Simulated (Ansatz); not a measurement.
The reference is SrTiO₃ in the cubic perovskite structure (space group Pm-3m, No. 221).

```xyz
5
Lattice="3.9364 0.0000 0.0000 0.0000 3.9364 0.0000 0.0000 0.0000 3.9364" Properties=species:S:1:pos:R:3 pbc="T T T"
Sr     0.0000     0.0000     0.0000
Ti     1.9682     1.9682     1.9682
O      1.9682     0.0000     1.9682
O      0.0000     1.9682     1.9682
O      1.9682     1.9682     0.0000
```

Method: Kohn–Sham DFT with the PBE functional, run in Ansatz (a program for electronic structure) with PAW and 420 eV plane waves, spin-orbit coupling left out.

Before the change:

| Item | Result |
|---|---|
| Smallest direct gap | 2.20 eV |
| Volume per atom | 12.20 Å³ |

Modification: a negative pressure, −2 GPa.

### Question
What does the calculation give for the smallest direct gap and volume per atom after the change?

### Answer
The smallest direct gap shrinks by 0.02 eV to 2.18 eV; the volume per atom rises by 0.15 Å³ to 12.35 Å³.

Load acts through the strain it causes; cell and atoms are relaxed under it. Stability against distortions was not tested. All final runs are without spin polarisation. Many cubic perovskites are stable only at high temperature; tilts and polar distortions were not tested.
